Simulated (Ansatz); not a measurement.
Take CdS in the wurtzite structure (space group P6_3mc, No. 186; a = 4.196 Å, c = 6.830 Å) as the base.

Structures relaxed with DFT with PBE, PAW potentials and a 420 eV plane-wave cutoff in Ansatz (a quantum-chemistry and plane-wave program), no SOC.

Base:

Simulated powder pattern, Cu Kα1, λ = 1.54056 Å (kinematic, ideal powder, no thermal factors, no anomalous dispersion; the 14 strongest lines at most, above 2 %, up to 2θ = 90°):

```csv
2θ (°),I/Imax (%),hkl
24.47,59,(100)
26.07,43,(002)
27.79,100,(101)
36.06,27,(102)
43.08,49,(110)
47.06,50,(103)
51.05,39,(112)
52.04,17,(201)
65.69,18,(203)
69.78,14,(211)
74.09,13,(105)
81.83,19,(213)
84.86,8.7,(302)
89.74,8.0,(205)
```

After one change:

Simulated powder pattern, Cu Kα1, λ = 1.54056 Å (kinematic, ideal powder, no thermal factors, no anomalous dispersion; the 14 strongest lines at most, above 2 %, up to 2θ = 90°):

```json
[
 {"2θ (°)": "24.31", "I/Imax (%)": "59"},
 {"2θ (°)": "25.90", "I/Imax (%)": "43"},
 {"2θ (°)": "27.60", "I/Imax (%)": "100"},
 {"2θ (°)": "35.82", "I/Imax (%)": "27"},
 {"2θ (°)": "42.78", "I/Imax (%)": "49"},
 {"2θ (°)": "46.74", "I/Imax (%)": "50"},
 {"2θ (°)": "50.69", "I/Imax (%)": "39"},
 {"2θ (°)": "51.67", "I/Imax (%)": "17"},
 {"2θ (°)": "65.21", "I/Imax (%)": "18"},
 {"2θ (°)": "69.26", "I/Imax (%)": "14"},
 {"2θ (°)": "73.54", "I/Imax (%)": "13"},
 {"2θ (°)": "81.19", "I/Imax (%)": "19"},
 {"2θ (°)": "84.18", "I/Imax (%)": "8.7"},
 {"2θ (°)": "89.00", "I/Imax (%)": "8.0"}
]
```

Question: Which of these changes matches the shifts?
A. pressure −1 GPa
B. pressure 9 GPa
C. pressure 2.1 GPa
D. pressure 4.5 GPa

Answer: A, pressure −1 GPa. Its volume per atom is 26.55 Å³ against 26.04 Å³, and its space group is P6_3mc (No. 186).

Load acts through the strain it causes; cell and atoms are relaxed under it. Whether these cells are dynamically stable was not tested. Measured, CdS leaves this structure (for rock salt) near 2.54 GPa (temperature not stated; as listed in Datta, Sujoy, Jana, Debnarayan, arXiv (2020)), on rising pressure, with hysteresis.
